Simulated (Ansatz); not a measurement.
**Several settings converged on SiSbPt5 (P4mm, 7 atoms in the cell)**

```
CELL_PARAMETERS angstrom
      3.91277     0.00000     0.00000
      0.00000     3.91277     0.00000
      0.00000     0.00000     7.48421
ATOMIC_POSITIONS crystal
  Si 0.50000 0.50000 0.00668
  Sb 0.00000 0.00000 0.50000
  Pt 0.00000 0.00000 0.00000
  Pt 0.50000 0.00000 0.74882
  Pt 0.50000 0.00000 0.25118
  Pt 0.00000 0.50000 0.74882
  Pt 0.00000 0.50000 0.25118
```

Base method: LDA (PW92), default PAW files made with PBE (plane waves; Ansatz, a first-principles code).

Base settings: basis.ecutwfc = 30.9 Ry; kpoints.mp_grid.grid = 9 9 5; hamiltonian.xc = lda; hamiltonian.pseudopotentials = {kind: paw} (the program's default PAW files); scf.occupations.method = gaussian; scf.occupations.width = 0.0073 Ry.

The count of work is k-points × plane waves × bands × iterations; it is no time. 

**Shifted k-point meshes**

In this ladder: kpoints.mp_grid.shift = 0.5 0.5 0.5.

Only quantities that move along the ladder and can be compared are tabulated.

| kpoints.mp_grid.grid | free energy less the last step's (meV/atom) | pressure (GPa) | largest difference of a force vector from the last step's (eV/Å) | count of work / last |
|---|---|---|---|---|
| 2 2 1 | 359.83 | 0.25 | 0.563 | 0.0041 |
| 2 2 2 | 66.67 | 1.21 | 0.210 | 0.0041 |
| 3 3 2 | -29.37 | -3.56 | 0.019 | 0.0085 |
| 5 5 3 | 2.75 | -3.65 | 0.021 | 0.027 |
| 7 7 4 | 4.12 | -3.59 | 0.003 | 0.044 |
| 9 9 5 | -0.45 | -3.73 | 0.018 | 0.11 |
| 11 11 6 | -0.41 | -3.69 | 0.002 | 0.14 |
| 22 22 12 | 0.00 | -3.68 | 0.000 | 1.0 |

Coarsest kpoints.mp_grid.grid that holds the free energy within 1 meV/atom of the last step, with all finer ones: 9 9 5, at 0.11 of the last step's count of work; the step before is off by 4.1 meV/atom.

Coarsest kpoints.mp_grid.grid that holds the pressure within 0.1 GPa of the last step, with all finer ones: 5 5 3, at 0.027 of the last step's count of work; the step before is off by 0.11 GPa.

Coarsest kpoints.mp_grid.grid that holds the forces within 0.005 eV/Å of the last step, with all finer ones: 11 11 6, at 0.14 of the last step's count of work; the step before is off by 0.018 eV/Å.

**The k-point mesh at a smearing width of 0.3 eV**

In this ladder: scf.occupations.width = 0.022 Ry.

Only quantities that move along the ladder and can be compared are tabulated.

| kpoints.mp_grid.grid | free energy less the last step's (meV/atom) | pressure (GPa) | largest difference of a force vector from the last step's (eV/Å) | count of work / last |
|---|---|---|---|---|
| 3 3 2 | 33.38 | -2.26 | 0.078 | 0.017 |
| 4 4 2 | -7.39 | -3.81 | 0.043 | 0.030 |
| 4 4 3 | -4.77 | -3.50 | 0.017 | 0.030 |
| 6 6 4 | 0.14 | -3.36 | 0.006 | 0.076 |
| 9 9 5 | 0.08 | -3.44 | 0.001 | 0.11 |
| 14 14 7 | -0.06 | -3.46 | 0.000 | 0.36 |
| 20 20 11 | 0.00 | -3.46 | 0.000 | 1.0 |

Coarsest kpoints.mp_grid.grid that holds the free energy within 2 meV/atom of the last step, with all finer ones: 6 6 4, at 0.076 of the last step's count of work; the step before is off by 4.8 meV/atom.

Coarsest kpoints.mp_grid.grid that holds the forces within 0.02 eV/Å of the last step, with all finer ones: 4 4 3, at 0.030 of the last step's count of work; the step before is off by 0.043 eV/Å.

Coarsest kpoints.mp_grid.grid that holds the pressure within 0.2 GPa of the last step, with all finer ones: 4 4 3, at 0.030 of the last step's count of work; the step before is off by 0.35 GPa.

**The width of Methfessel-Paxton smearing**

In this ladder: kpoints.mp_grid.grid = 15 15 8; scf.occupations.method = methfessel_paxton.

Narrow widths need finer meshes than wide ones, so the last steps can hold mesh noise.

Only quantities that move along the ladder and can be compared are tabulated; pressure and forces are left out, as mesh noise rules them at narrow widths.

```tsv
scf.occupations.width	free energy less the last step's (meV/atom)
0.0735 Ry	7.11
0.0367 Ry	-0.60
0.022 Ry	-0.65
0.0073 Ry	0.00
```

Widest scf.occupations.width that holds the free energy within 2 meV/atom of the last step, with all finer ones: 0.0367 Ry; the step before is off by 7.1 meV/atom.

On the base run: the starting cell comes from a database of computed structures (which also holds hypothetical and non-ambient phases and stackings), without a prior relaxation at this level. Its lattice was rescaled by up to half a per cent. One atom was moved a little off its site on purpose. Spin polarisation is off. In the base run, with a pressure of about -4 GPa the cell is away from its equilibrium volume at this level. Ansatz's pressure includes its estimate of the finite-basis (Pulay) stress.

Left out of this page: 2 runs of the series outside the window shown, repeating another row's setting, or not comparable.

Keys are those of Ansatz 0.2.
